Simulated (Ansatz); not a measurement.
Structures of equal composition on the (0001) surface of wurtzite ZnO (Zn plane on top): 2x2 Si adatom at H3; 2x2 Si adatom at T4. The slabs share one bottom face, and each structure is named by its start. These are constructed structures in small cells; real faces may alloy, dewet or reconstruct in larger ones, and not all known structures of the face are among them. Slabs of about 14 Å with all that they carry, Fermi-Dirac smearing of 0.025 eV. Bottom of the slabs: H caps. Relaxed from the named starts with such symmetry as they have, on meshes of like density; energies extrapolated to zero smearing; no spin-orbit coupling, no U. Spin-polarised runs, if any, are marked in brackets, and their order is one that fits the cell; the others ran without spin. Where a second, spin-polarised start was run, the lower counts.

Host crystal: wurtzite ZnO, with a band gap (PBE, scalar-relativistic without spin-orbit coupling).

Level of theory: PBE (plane waves to 420 eV, PAW; Ansatz, a program for electronic structure).

Order them by energy per 1x1 cell (lowest first) at the level PBE.

2x2 Si adatom at T4 (0.000 eV, no gap over 0.04 eV on the mesh), 2x2 Si adatom at H3 (0.146 eV, no gap over 0.04 eV on the mesh)
